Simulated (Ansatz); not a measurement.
Consider PbTe in the rock salt structure (space group Fm-3m, No. 225; a = 6.4420 Å).

Method: DFT with PBEsol, PAW potentials and a 420 eV plane-wave cutoff in Ansatz (a program for electronic structure), no spin-orbit coupling.

Base values:

```
Quantity                   Value
-------------------  -----------
Lattice parameter a  12.174 bohr
```

Modification: full substitution Pb → Sn, then cell and atoms are relaxed.

Tabulated Pauling electronegativity and covalent radius: Pb 2.33, 1.46 Å; Sn 1.96, 1.39 Å.

Problem. Estimate the effect on the lattice parameter a.

Solution. The lattice parameter a decreases by 0.290 bohr to 11.884 bohr.

Whether these cells are dynamically stable was not tested.
